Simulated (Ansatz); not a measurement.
## Bulk modulus of Cr3PdB (model structure, started from the Mn3GaN type, Pm-3m, No. 221, 5 atoms in the cell) at several levels of theory

No measured value is used here.

| level (code) | value (GPa) | cell (Å³/atom) |
|---|---|---|
| LDA (Ansatz) | 250 | 11.17 |
| PBE (Ansatz) | 212 | 11.90 |
| PBEsol (Ansatz) | 233 | 11.48 |

Spin-polarised start: LDA, PBE, PBEsol. LDA, PBE, PBEsol: the starting moments vanished in the run, and other orders were not tried. LDA, PBE, PBEsol: the bulk modulus is −V dP/dV from two relaxed cells at ±2 % in volume. Each level is taken at its own relaxed cell. Ansatz's density-functional and Hartree–Fock values are scalar-relativistic unless marked +SOC, with PAW data made under PBE.

A model structure was made by putting elements into a prototype or built by hand; it is no filed structure, need not be a known phase, and can be a saddle point held by its symmetry.

Ansatz is a program for electronic structure.
